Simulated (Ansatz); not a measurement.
## VN in the zinc blende structure (space group F-43m, No. 216; a model cell, its experimental status unchecked)

```yaml
crystal:
  lattice:
    - [0.00000, 2.19142, 2.19142]
    - [2.19142, 0.00000, 2.19142]
    - [2.19142, 2.19142, 0.00000]
  atoms:
    - { symbol: N, position: [0.75000, 0.75000, 0.75000] }
    - { symbol: V, position: [0.00000, 0.00000, 0.00000] }
```

The values are results of Kohn–Sham DFT with the PBEsol functional, run in Ansatz (an electronic-structure program) with PAW and 420 eV plane waves, scalar-relativistic without spin-orbit coupling, not measurements. k-mesh 18×18×18 (Γ-centred); smearing 0.05 eV (Fermi–Dirac).

- Volume per atom = 10.52 Å³
- Density = 5.12 g/cm³
- Band gap = zero
- Total energy = -1632.843 eV/atom (σ→0; compares only within this code and set-up)

No phonon test of stability was made. Starting moments died away, wholly or in part, for the base; another magnetic solution may exist. The final runs are not spin-polarised.
